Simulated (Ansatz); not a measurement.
## Effect of strain tensor (xx, yy, zz, yz, xz, xy) = (+1.43, +1.01, −0.84, −0.64, +1.11, +0.05) % on Zr

The parent structure is Zr in the hcp (Mg type) structure (space group P6_3/mmc, No. 194; a = 3.244 Å, c = 5.158 Å; relaxed with 0.1 eV smearing). Axes: x lies along a and z along c of the hexagonal cell.

It is then changed as follows: strain tensor (xx, yy, zz, yz, xz, xy) = (+1.43, +1.01, −0.84, −0.64, +1.11, +0.05) %; the atoms relax in the strained cell.

Method: r2SCAN (Ansatz, an electronic-structure program), scalar-relativistic without spin-orbit coupling. Γ-centred 20×20×11 mesh, Fermi–Dirac width 0.1 eV.

```json
[
 {"quantity": "shortest interatomic distance", "base": "3.187 Å", "changed": "3.145 Å", "shift": "-0.0429 Å"},
 {"quantity": "energy relative to the base (free energy F)", "base": "0 meV/atom", "changed": "+5.2 meV/atom", "shift": "+5.2 meV/atom"},
 {"quantity": "pressure (mean of the normal stresses, compression positive)", "base": "0.0 GPa", "changed": "-1.4 GPa", "shift": "-1.4 GPa"},
 {"quantity": "band gap", "base": "zero", "changed": "zero", "shift": "–"},
 {"quantity": "stress (xx, yy, zz, yz, xz, xy; compression positive)", "base": "–", "changed": "(-2.2, -1.9, -0.1, 0.4, -0.7, 0.0) GPa", "shift": "–"}
]
```

Cost of the whole job for the changed cell (relaxation, final SCF and bands): about 8 core-minutes (a rough figure).

Stability against distortions was not tested. The final runs are not spin-polarised.
